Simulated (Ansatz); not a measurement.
## Au, response to strain

Take Au in the fcc (Cu type) structure (space group Fm-3m, No. 225; a = 4.1245 Å; relaxed with 0.1 eV smearing) as the base. Axes: x, y, z lie along the cube axes.

Strains are applied to the cell and any free atomic positions relax.

Method: DFT with r2SCAN, PAW potentials and a 500 eV plane-wave cutoff in Ansatz (a quantum-chemistry and plane-wave program), no SOC.

Notes on the quantities. pressure: mean of the normal stresses, compression positive; energy relative to the base: free energy F.

```csv
change,volume per atom,pressure,energy relative to the base
base,17.54 Å³,0.0 GPa,0 meV/atom
uniaxial strain ε_zz = +0.50 %,17.63 Å³,-0.8 GPa,+0.2 meV/atom
uniaxial strain ε_zz = +1.00 %,17.72 Å³,[?],+0.9 meV/atom
uniaxial strain ε_zz = +1.50 %,17.80 Å³,-2.2 GPa,+1.9 meV/atom
uniaxial strain ε_zz = +2.00 %,17.89 Å³,-2.8 GPa,+3.4 meV/atom
uniaxial strain ε_zz = +2.50 %,17.98 Å³,-3.5 GPa,+5.3 meV/atom
uniaxial strain ε_zz = +3.00 %,18.07 Å³,-4.1 GPa,[?]
```

Problem. Complete the table.

Solution. 
- uniaxial strain ε_zz = +1.00 %, pressure: -1.5 GPa
- uniaxial strain ε_zz = +3.00 %, energy relative to the base: +7.5 meV/atom

No phonon test of stability was made.
